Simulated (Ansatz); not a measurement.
System: RuIr (model structure, started from the CsCl type, Pm-3m, No. 221, 2 atoms in the cell). Method: r²SCAN in Ansatz (plane waves, PAW).

Run with plane-wave cutoff 560 eV, 18×18×18 k mesh, Fermi–Dirac smearing 0.05 eV, no spin polarisation, scalar-relativistic PAW data made under PBE.

Cell (relaxed at this level):

```
CELL_PARAMETERS angstrom
      3.06003     0.00000     0.00000
      0.00000     3.06003     0.00000
      0.00000     0.00000     3.06003
ATOMIC_POSITIONS crystal
  Ru 0.00000 0.00000 0.00000
  Ir 0.50000 0.50000 0.50000
```

### Question
Give the computed bulk modulus B0.

### Answer

* **bulk modulus B0**: 318 GPa

Note: the run has no spin polarisation, so it can have missed a magnetic state; the bulk modulus is −V dP/dV from two relaxed cells at ±2 % in volume; the relaxation could raise the start's symmetry but not lower it, so the cell can be a saddle point.

Spin–orbit coupling is not included.

Static lattice: no zero-point or thermal effects.

Cost on a shared machine: about 2.5 core-minutes (a rough figure).

A model structure was made by putting elements into a prototype or built by hand; it is no filed structure, need not be a known phase, and can be a saddle point held by its symmetry.

Ansatz is a program for electronic structure.
